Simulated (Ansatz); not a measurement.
The starting structures come from a database of crystals and need not be the phases stable at ambient conditions.

 Where the default PAW files enter, the runs use the earlier of Ansatz's two default sets.

By LDA and PBEsol, the system below comes out a metal.

Consider the following.

```yaml
crystal:
  lattice:
    - [3.45308, 0.00000, 0.00000]
    - [0.00000, 4.67668, 0.00000]
    - [1.72654, -2.33834, 1.77554]
  atoms:
    - { symbol: Sn, position: [0.00000, 0.00000, 0.00000] }
```

Space group of this cell: Immm. The cell is taken as given; by PBEsol its mean pressure is -3.6 GPa.

The current runs along the normal of the first two printed vectors. All runs by Ansatz (a first-principles code), plane waves and PAW, without spin-orbit coupling; the base is PBEsol.

| run | mean pressure (GPa) | G/A, both spins (10¹⁵ S/m²) |
|---|---|---|
| base | -3.6 | 1.09 |
| all lengths scaled by 0.98 | -1.0 | 1.17 |
| all lengths scaled by 1.02 | -5.5 | … |
| lda in place of pbesol | -4.8 | 1.07 |
| lengths across the current scaled by 0.98, ions clamped | -1.9 | … |
| lengths across the current scaled by 1.02, ions clamped | -4.9 | 1.03 |
| lengths along the current scaled by 0.97, ions clamped | -2.4 | … |
| lengths along the current scaled by 1.03, ions clamped | -4.6 | 1.06 |

Task: Complete the blanks.

Result: 
- all lengths scaled by 1.02, G/A, both spins (10¹⁵ S/m²): 1.02
- lengths across the current scaled by 0.98, ions clamped, G/A, both spins (10¹⁵ S/m²): 1.15
- lengths along the current scaled by 0.97, ions clamped, G/A, both spins (10¹⁵ S/m²): 1.11
